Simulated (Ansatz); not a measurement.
Take FeS₂ (space group Pnnm, No. 58; a = 4.3675 Å, b = 5.3331 Å, c = 3.3444 Å; non-magnetic) as the base. Axes: x, y, z lie along a, b, c of the conventional cell.

All numbers come from PBEsol (Ansatz, an electronic-structure program, PAW, scalar-relativistic without spin-orbit coupling).

For the base:

| Property | Value |
|---|---|
| Smallest direct gap | 1.23 eV |
| Band gap | 0.92 eV |

Modification: biaxial strain +1.76 %, plane normal [001], relaxed out of plane (Cartesian); in-plane vectors clamped, the third vector and the atoms free.

Problem. Estimate the effect on the smallest direct gap, out-of-plane strain and band gap.

Solution. The smallest direct gap drops by 0.13 eV to 1.10 eV; the out-of-plane strain is -0.90 %; the band gap decreases by 0.16 eV to 0.76 eV.

Stability against distortions was not tested. Starting moments died away, wholly or in part, for the base; another magnetic solution may exist. All final runs are without spin polarisation.
